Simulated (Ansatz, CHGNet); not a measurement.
**CsCl-type RuAl: properties by level of theory**

Reference values: lattice constant a 2.992 Å (measured, temperature not stated, copied from a table, unchecked, not corrected to a static lattice; as tabulated in Acta Metallurgica 41, 863 (1993)).

```tsv
level (code)	lattice constant a (Å)	elastic constant C11 (GPa)	elastic constant C44 (GPa)	polycrystal shear modulus (GPa)
CHGNet 0.3.0 (CHGNet)	[?]	[?]	43.0	[?]
CHGNet-r²SCAN (CHGNet)	[?]	[?]	[?]	25.4
HSE06 (Ansatz)	[?]	[?]	135	118
```

Q: What belongs in the gaps?

A: 
- CHGNet 0.3.0 (CHGNet), lattice constant a (Å): 2.999
- CHGNet 0.3.0 (CHGNet), elastic constant C11 (GPa): 252
- CHGNet 0.3.0 (CHGNet), polycrystal shear modulus (GPa): 44.6
- CHGNet-r²SCAN (CHGNet), lattice constant a (Å): 2.983
- CHGNet-r²SCAN (CHGNet), elastic constant C11 (GPa): 278
- CHGNet-r²SCAN (CHGNet), elastic constant C44 (GPa): 23.1
- HSE06 (Ansatz, a program for electronic structure), lattice constant a (Å): 2.974
- HSE06 (Ansatz), elastic constant C11 (GPa): 355

Machine-learned potentials (CHGNet 0.3.0, CHGNet-r²SCAN) are trained on DFT data, which may include these solids.

Caveats: hybrids on metals are sensitive to the k mesh (HSE06); hybrids on metals are sensitive to the k mesh and can open a false gap (HSE06). Ansatz's density-functional and Hartree–Fock values are scalar-relativistic unless marked +SOC, with PAW data made under PBE.
